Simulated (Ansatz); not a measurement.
Response to strain in HfO2

Consider HfO₂ (space group P2_1/c, No. 14).

```yaml
crystal:
  lattice:
    - [5.11406, 0.00000, 0.00000]
    - [0.00000, 5.18158, 0.00000]
    - [-0.87114, 0.00000, 5.22313]
  atoms:
    - { symbol: Hf, position: [0.27621, 0.04185, 0.20822] }
    - { symbol: Hf, position: [0.72379, 0.54185, 0.29178] }
    - { symbol: Hf, position: [0.72379, 0.95815, 0.79178] }
    - { symbol: Hf, position: [0.27621, 0.45815, 0.70822] }
    - { symbol: O, position: [0.07006, 0.33377, 0.34402] }
    - { symbol: O, position: [0.92994, 0.83377, 0.15598] }
    - { symbol: O, position: [0.92994, 0.66623, 0.65598] }
    - { symbol: O, position: [0.07006, 0.16623, 0.84402] }
    - { symbol: O, position: [0.44796, 0.75767, 0.47851] }
    - { symbol: O, position: [0.55204, 0.25767, 0.02149] }
    - { symbol: O, position: [0.55204, 0.24233, 0.52149] }
    - { symbol: O, position: [0.44796, 0.74233, 0.97851] }
```

Cartesian axes are those of the cell as printed.

Strains are applied to the cell and any free atomic positions relax; under biaxial strain the out-of-plane vector relaxes too; under stress the whole cell relaxes.

All numbers come from r2SCAN (Ansatz, a first-principles code), no spin-orbit coupling.

Notes on the quantities. pressure: mean of the normal stresses, compression positive.

```json
[
 {"case": "base", "band gap": "4.59 eV", "volume per atom": "11.53 Å³", "pressure": "0.00 GPa", "smallest direct gap": "4.68 eV", "gap character": "indirect, Γ → Y₂"},
 {"case": "biaxial strain −2.65 %, plane normal [001], relaxed out of plane", "band gap": "4.81 eV", "volume per atom": "11.23 Å³", "pressure": "7.87 GPa", "smallest direct gap": "4.87 eV", "gap character": "indirect, Γ → Y₂"},
 {"case": "biaxial strain −0.47 %, plane normal [001], relaxed out of plane", "band gap": "4.61 eV", "volume per atom": "11.48 Å³", "pressure": "1.37 GPa", "smallest direct gap": "4.70 eV", "gap character": "indirect, Γ → Y₂"},
 {"case": "isotropic strain −2.89 %", "band gap": "…", "volume per atom": "10.56 Å³", "pressure": "…", "smallest direct gap": "…", "gap character": "…"},
 {"case": "isotropic strain −0.52 %", "band gap": "4.61 eV", "volume per atom": "11.35 Å³", "pressure": "3.44 GPa", "smallest direct gap": "4.70 eV", "gap character": "indirect, Γ → Y₂"},
 {"case": "isotropic strain +0.84 %", "band gap": "4.59 eV", "volume per atom": "11.83 Å³", "pressure": "-5.25 GPa", "smallest direct gap": "4.68 eV", "gap character": "indirect, Γ → Y₂"},
 {"case": "uniaxial strain ε_yy = +2.53 %", "band gap": "4.57 eV", "volume per atom": "11.83 Å³", "pressure": "-5.97 GPa", "smallest direct gap": "4.69 eV", "gap character": "indirect, Γ → Y₂"},
 {"case": "uniaxial stress, 5 GPa tension along z", "band gap": "4.68 eV", "volume per atom": "11.66 Å³", "pressure": "–", "smallest direct gap": "4.75 eV", "gap character": "indirect, Γ → Y₂"}
]
```

**Question.** Some entries are withheld; estimate them.

**Answer.** 
- isotropic strain −2.89 %, band gap: 4.97 eV
- isotropic strain −2.89 %, pressure: 20.26 GPa
- isotropic strain −2.89 %, smallest direct gap: 5.05 eV
- isotropic strain −2.89 %, gap character: indirect, Γ–A (29 % along) → Y₂

Spin-orbit coupling, missing from the scalar runs, can matter with Hf. Stability under load was not tested beyond the relaxation.
